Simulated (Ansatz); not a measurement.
Base system: BaTiO$_{3}$ in the cubic perovskite structure (space group Pm-3m, No. 221; a = 3.994 Å).

Levels (all Ansatz, a first-principles code, PAW): r2SCAN (500 eV, no SOC); HSE06 (420 eV, spin-orbit coupling left out).

Its gap is 2.17 eV with r2SCAN and 3.22 eV with HSE06.

It is then changed as follows: full substitution Ti → Zr; the structure is relaxed again.

With r2SCAN the gap becomes 3.73 eV.

**Question.** If the HSE06 correction stayed the same, what would the HSE06 gap be, and what does the HSE06 run give?

**Answer.** A rigid correction of +1.05 eV gives 4.78 eV. The HSE06 run gives 4.69 eV, so the correction itself changes by -0.09 eV.

Single points use the geometry relaxed with r2SCAN. HSE06 was sampled on its mesh, a few special points and the semilocal edge points, so its gap is an upper bound. Whether these cells are dynamically stable was not tested. All final runs are without spin polarisation. Many cubic perovskites are stable only at high temperature; tilts and polar distortions were not tested. This is not the structure that BaTiO3 has at room temperature and ambient pressure.
